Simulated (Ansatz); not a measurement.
System: interstitial P in silicon with all lengths changed by -1 % (charge state -1). Calculation: PBE, PAW (plane waves to 420 eV; Ansatz, a quantum-chemistry and plane-wave program).

64-site cell at the strained lattice (strain from the relaxed PBE one, atoms relaxed), a 2×2×2 k-point mesh shifted by half a step, smearing 0.01 eV, spin-restricted, no finite-size correction. Energies are static. The charge state is imposed; whether it is stable for some Fermi level was not computed. Sites that were not tried may lie lower.

Barriers: single points on a 3×3×3 k-point mesh shifted by half a step at the bands' geometries.

A. P moves alone to another site; the atom moves 1.25 Å along (0.00, 0.16, -0.16) of the unit cell; the moving atom starts with neighbours 2 Si at 2.18, 2 Si at 2.55, 2 Si at 2.81 Å and ends with 2 Si at 2.18, 2 Si at 2.55, 2 Si at 2.81 Å; saddle order not checked, on a symmetry element.
B. P moves alone to another site (a rearrangement that moves the defect's centre by under 1 Å); the atom moves 1.63 Å along (0.00, -0.21, 0.21) of the unit cell; the moving atom starts with neighbours Si at 2.21, Si at 2.24, Si at 2.26, Si at 2.84 Å and ends with Si at 2.21, Si at 2.24, Si at 2.26, Si at 2.84 Å; the start lies 0.086 eV above the lowest site run; saddle order not checked, on a symmetry element.

A band can be held on a symmetry element, so unchecked saddle points there may be too high.

### Question
Put the candidates in order of forward barrier, lowest first, for PBE, PAW.

### Answer
A (0.098 eV), B (0.52 eV)
